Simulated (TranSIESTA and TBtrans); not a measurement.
Device: Ga chain with one bond stretched by 0.6 Å. Leads: straight Ga chain, spacing 2.55 Å. Geometry: as built, not relaxed. Transport runs along z; the first 6 and the last 6 of the 18 atoms are the lead cells, repeated to infinity.

```xyz
18
Lattice="9.000 0.000 0.000 0.000 9.000 0.000 0.000 0.000 46.500" Properties=species:S:1:pos:R:3 pbc="F F T"
Ga     4.500     4.500     0.000
Ga     4.500     4.500     2.550
Ga     4.500     4.500     5.100
Ga     4.500     4.500     7.650
Ga     4.500     4.500    10.200
Ga     4.500     4.500    12.750
Ga     4.500     4.500    15.300
Ga     4.500     4.500    17.850
Ga     4.500     4.500    20.400
Ga     4.500     4.500    23.550
Ga     4.500     4.500    26.100
Ga     4.500     4.500    28.650
Ga     4.500     4.500    31.200
Ga     4.500     4.500    33.750
Ga     4.500     4.500    36.300
Ga     4.500     4.500    38.850
Ga     4.500     4.500    41.400
Ga     4.500     4.500    43.950
```

Run with TranSIESTA and TBtrans (open boundaries, self-consistent; PseudoDojo norm-conserving potentials, scalar-relativistic): PAO.BasisSize DZP, PAO.EnergyShift 0.15 eV, XC.Authors PBE, Mesh.Cutoff 200 Ry, ElectronicTemperature 300 K, TS.Voltage 0.0 eV, TBT.Elecs.Eta 0.001 eV, no spin polarisation.

Energies count from the leads' Fermi level. Transmissions are for one spin of a degenerate pair. The energy step is 0.01 eV; narrower resonances are cut or missed.

| E (eV) | T |
|---|---|
| -0.20 | 1.56 |
| -0.15 | 2.10 |
| -0.10 | 2.34 |
| -0.05 | 2.43 |
| 0.00 | 2.45 |
| 0.05 | 2.43 |
| 0.10 | 2.40 |
| 0.15 | 2.36 |
| 0.20 | 2.31 |

Give the zero-bias conductance in μS and the resistance at 300 K.

At the Fermi level T = 2.45. Averaged with −∂f/∂E over the full grid (kT = 25.9 meV) it is 2.43. With G0 = 2e²/h = 77.48 μS, G = 188 μS and R = 1/G = 5.32 kΩ.

The eigenchannels at the Fermi level transmit 0.822, 0.814, 0.814. What Fano factor of the shot noise follows at low temperature and bias?

F = Σ τ(1 − τ)/Σ τ = 0.449/2.45 = 0.18.

The straight chain is held at its spacing; free chains may zigzag or dimerise. No spin-polarised start was tried, so a magnetic state, if there is one, is missed.
